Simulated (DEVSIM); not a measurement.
Device: illuminated Si n-on-p cell, one wavelength, with a back-surface field, at 250 K.

Layer 1 from the left is Si, thickness (μm) 0.930, Nd (cm⁻³) 4.5e18, τn (s) 6.9e-6, τp (s) 2.3e-7, absorption coefficient (cm⁻¹) 2000. Layer 2 from the left is Si, thickness (μm) 76.0, Na (cm⁻³) 4.4e15, τn (s) 7.3e-6, τp (s) 7.3e-6, absorption coefficient (cm⁻¹) 2000. Layer 3 from the left is Si, thickness (μm) 0.120, Na (cm⁻³) 3.4e18, τn (s) 7.3e-6, τp (s) 7.3e-6, absorption coefficient (cm⁻¹) 2000.

Left contact: ohmic, minority hole recombination velocity 8e5 cm/s. Right contact: ohmic, minority electron recombination velocity 1e5 cm/s. Voltage is applied to the left contact. Recombination: SRH at mid-gap, radiative, Auger. Light enters at the left, 4.4e17 photons cm⁻² s⁻¹, one pass, no reflection. Mobility is constant in doping.

Constants are typed, rounded textbook-type inputs, not results; the design itself was drawn at random and stands for no fabricated device. Values at 300 K; Nc and Nv go as T^1.5, mobilities as T to minus their exponent, the gap by Varshni's rule with the affinity fixed.

Si: gap (eV) 1.124, affinity (eV) 4.05, permittivity 11.7, Nc (cm⁻³) 2.86e19, Nv (cm⁻³) 3.1e19, μn (cm²/Vs) 1417, μp (cm²/Vs) 470, T exponent of μn 2.3, T exponent of μp 2.2, B (cm³/s) 4.7e-15, Cn (cm⁶/s) 2.8e-31, Cp (cm⁶/s) 9.9e-32, Varshni α (eV/K) 0.000473, Varshni β (K) 636.

DEVSIM, 1D drift-diffusion, Boltzmann statistics, complete ionisation; no tunnelling, impact ionisation, image-force lowering or self-heating.

Dark forward current:

```csv
|V| (V),|J| (A/cm²)
0.05,6.738e-12
0.10,2.757e-11
0.15,9.664e-11
0.20,3.297e-10
0.25,1.134e-9
0.30,4.051e-9
0.35,1.597e-8
0.40,7.685e-8
0.45,4.893e-7
0.50,3.969e-6
0.55,3.686e-5
0.60,0.0003624
0.65,0.003621
0.70,0.03462
0.75,0.2532
0.80,1.381
0.85,8.138
0.90,48.80
0.95,234.8
1.00,803.5
1.05,2016
```

Work out the local ideality factor n = ΔV / (kT/q · ln(J2/J1)) between the rows 0.10 and 0.15 V, 0.60 and 0.65 V, 1.00 and 1.05 V.

kT/q = 21.54 mV. From 0.10 to 0.15 V: ln(9.664e-11/2.757e-11) = 1.254, n = 1.85, near the 2 of recombination in the depletion region. From 0.60 to 0.65 V: ln(0.003621/0.0003624) = 2.302, n = 1.01, near the 1 of diffusion or emission over a barrier. From 1.00 to 1.05 V: ln(2016/803.5) = 0.920, n = 2.52.

What current could the absorbed light give at most, and what share is collected?

Σ αd = 15.4, so qΦ(1 − exp(−Σ αd)) = 70.5 mA/cm². The simulated short-circuit current is 64.82 mA/cm², a share of 0.92.

Estimate the open-circuit voltage by superposition: the voltage at which the dark current equals that short-circuit current.

Interpolating ln J in the table gives 0.716 V. The simulation gives 0.714 V, the same within the digits that matter. Superposition holds where collection doesn't change with voltage.

Estimate the fill factor from FF0 = (v − ln(v + 0.72))/(v + 1), v = qVoc/(nkT), with n from the dark curve.

The rows about Voc, 0.70 and 0.75 V, give n = 1.17, so v = 28.4 and FF0 = 0.851. The simulation gives 0.864; the estimate lies 1.5 % below.
